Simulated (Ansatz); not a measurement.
# What biaxial strain −3.31 %, plane normal [001], relaxed out of plane does to Zr

Start from Zr in the hcp (Mg type) structure (space group P6_3/mmc, No. 194; a = 3.231 Å, c = 5.179 Å; relaxed with 0.1 eV smearing). Axes: x lies along a and z along c of the hexagonal cell.

The change: compressive biaxial strain of 3.31 % in the plane normal to [001], as in epitaxy on a mismatched substrate; the out-of-plane cell vector and the atoms relax.

Computed with Ansatz (a quantum-chemistry and plane-wave program), PBE, PAW, cutoff 420 eV, scalar-relativistic without spin-orbit coupling, earlier PAW set. Settings: 21×21×11 k-points, 0.1 eV Fermi–Dirac smearing.

The volume per atom shrinks by 0.835 Å³, from 23.41 Å³ to 22.57 Å³ and the space group stays P6_3/mmc (No. 194). The shortest interatomic distance decreases by 0.128 bohr (6.031 bohr → 5.903 bohr) and the pressure (mean of the normal stresses, compression positive) goes from zero to 3.2 GPa. The band gap is still zero and the out-of-plane strain comes out as +3.15 %. The ratio −ε⊥/ε∥ amounts to 0.95 and the mean in-plane stress (compression positive) amounts to +4.8 GPa.

Whether these cells are dynamically stable was not tested. All final runs are without spin polarisation.
